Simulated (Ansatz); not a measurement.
TiC in the rock salt structure (space group Fm-3m, No. 225)

```cif
data_CTi
_chemical_formula_sum 'C1 Ti1'
_space_group_name_H-M_alt 'P 1'
_space_group_IT_number 1
_cell_length_a 3.06071
_cell_length_b 3.06071
_cell_length_c 3.06071
_cell_angle_alpha 60.000
_cell_angle_beta 60.000
_cell_angle_gamma 60.000
loop_
_space_group_symop_operation_xyz
  'x, y, z'
loop_
_atom_site_label
_atom_site_type_symbol
_atom_site_fract_x
_atom_site_fract_y
_atom_site_fract_z
_atom_site_occupancy
C1 C 0.00000 0.00000 0.00000 1
Ti1 Ti 0.50000 0.50000 0.50000 1
```

Method: DFT with r2SCAN, PAW potentials and a 500 eV plane-wave cutoff in Ansatz (a quantum-chemistry and plane-wave program), spin-orbit coupling left out, earlier PAW set. Γ-centred 18×18×18 mesh, Fermi–Dirac width 0.05 eV.

| Property | Result |
|---|---|
| Volume per atom | 10.14 Å³ |
| Density | 4.90 g/cm³ |
| Band gap | zero |
| Total energy | -1379.007 eV/atom (σ→0; compares only within this code and set-up) |

Stability against distortions was not tested. The final runs are not spin-polarised.
